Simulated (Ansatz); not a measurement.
Electronic density of states of amorphous Ti$_{20}$O$_{41}$Na$_{2}$, density 3.54 g/cm³, on a 2×2×2 Γ-centred mesh with a Gaussian width of 0.1 eV; energies count from the Fermi level, whose place inside the gap is arbitrary. Cell and mesh are small, so fine structure isn't converged. The numbers are results of PBE, scalar-relativistic without spin-orbit coupling (plane waves to 420 eV, PAW; Ansatz, an electronic-structure program), not measurements. Sampling: a 2×2×2 Γ-centred mesh; Fermi-Dirac width 0.02 eV; no spin polarisation. At PBE the levels at the filled edge of the gap are localised (band-tail or defect states).

Preparation: random packing, a CHGNet melt and quench, and a DFT relaxation. O atoms were pushed apart under 1.9 Å during the dynamics, to hinder bonds among them. The hot cell started wider than the set density and was brought back towards it in steps. It is the lowest in DFT energy of 2 quenches. It is a model cell: composition and starting density were chosen by hand, and all elements were melted together. No dispersion term was used. Its density started from a set value of 3.54 and ended at 3.54 g/cm³. Cooling (nominally 360 K/ps over its main leg) ran many orders faster than in experiment, which tends to leave more defects and strain. Values belong to this one cell and scatter from quench to quench. The volume was held where the preparation left it and the shape relaxed, at a PBE pressure of 2.2 GPa. Stress components on the final sampling reach 2.3 GPa. On a 2×2×2 Γ-centred mesh force components of up to 0.12 eV/Å stay, since the relaxation ran on the zone centre alone.

(E - EF (eV), states/(eV atom)): (-12.00, 0.00); (-11.90, 0.00); (-11.80, 0.00); (-11.70, 0.00); (-11.60, 0.00); (-11.50, 0.00); (-11.40, 0.00); (-11.30, 0.00); (-11.20, 0.00); (-11.10, 0.00); (-11.00, 0.00); (-10.90, 0.00); (-10.80, 0.00); (-10.70, 0.00); (-10.60, 0.00); (-10.50, 0.00); (-10.40, 0.00); (-10.30, 0.00); (-10.20, 0.00); (-10.10, 0.00); (-10.00, 0.00); (-9.90, 0.00); (-9.80, 0.00); (-9.70, 0.00); (-9.60, 0.00); (-9.50, 0.00); (-9.40, 0.00); (-9.30, 0.00); (-9.20, 0.00); (-9.10, 0.00); (-9.00, 0.00); (-8.90, 0.00); (-8.80, 0.00); (-8.70, 0.00); (-8.60, 0.00); (-8.50, 0.00); (-8.40, 0.00); (-8.30, 0.00); (-8.20, 0.00); (-8.10, 0.00); (-8.00, 0.00); (-7.90, 0.00); (-7.80, 0.00); (-7.70, 0.00); (-7.60, 0.00); (-7.50, 0.00); (-7.40, 0.00); (-7.30, 0.00); (-7.20, 0.00); (-7.10, 0.00); (-7.00, 0.00); (-6.90, 0.00); (-6.80, 0.00); (-6.70, 0.00); (-6.60, 0.00); (-6.50, 0.00); (-6.40, 0.00); (-6.30, 0.00); (-6.20, 0.03); (-6.10, 0.17); (-6.00, 0.37); (-5.90, 0.49); (-5.80, 0.56); (-5.70, 0.70); (-5.60, 0.73); (-5.50, 0.76); (-5.40, 0.85); (-5.30, 0.94); (-5.20, 0.98); (-5.10, 1.02); (-5.00, 1.11); (-4.90, 1.19); (-4.80, 1.15); (-4.70, 1.08); (-4.60, 1.04); (-4.50, 0.97); (-4.40, 0.90); (-4.30, 0.82); (-4.20, 0.79); (-4.10, 0.79); (-4.00, 0.75); (-3.90, 0.75); (-3.80, 0.81); (-3.70, 0.80); (-3.60, 0.76); (-3.50, 0.78); (-3.40, 0.82); (-3.30, 0.77); (-3.20, 0.81); (-3.10, 0.87); (-3.00, 0.82); (-2.90, 0.89); (-2.80, 0.93); (-2.70, 0.91); (-2.60, 0.97); (-2.50, 0.99); (-2.40, 0.92); (-2.30, 0.84); (-2.20, 0.81); (-2.10, 0.87); (-2.00, 0.93); (-1.90, 0.91); (-1.80, 0.84); (-1.70, 0.63); (-1.60, 0.48); (-1.50, 0.49); (-1.40, 0.33); (-1.30, 0.08); (-1.20, 0.01); (-1.10, 0.00); (-1.00, 0.00); (-0.90, 0.00); (-0.80, 0.00); (-0.70, 0.00); (-0.60, 0.00); (-0.50, 0.00); (-0.40, 0.00); (-0.30, 0.00); (-0.20, 0.00); (-0.10, 0.00); (0.00, 0.00); (0.10, 0.00); (0.20, 0.00); (0.30, 0.00); (0.40, 0.00); (0.50, 0.00); (0.60, 0.00); (0.70, 0.00); (0.80, 0.00); (0.90, 0.00); (1.00, 0.00); (1.10, 0.00); (1.20, 0.01); (1.30, 0.07); (1.40, 0.33); (1.50, 0.64); (1.60, 0.86); (1.70, 1.02); (1.80, 1.06); (1.90, 1.01); (2.00, 0.94); (2.10, 0.96); (2.20, 0.98); (2.30, 0.97); (2.40, 0.90); (2.50, 0.93)

The level gap on this mesh is 2.74 eV; the broadening fills part of it in the curve.
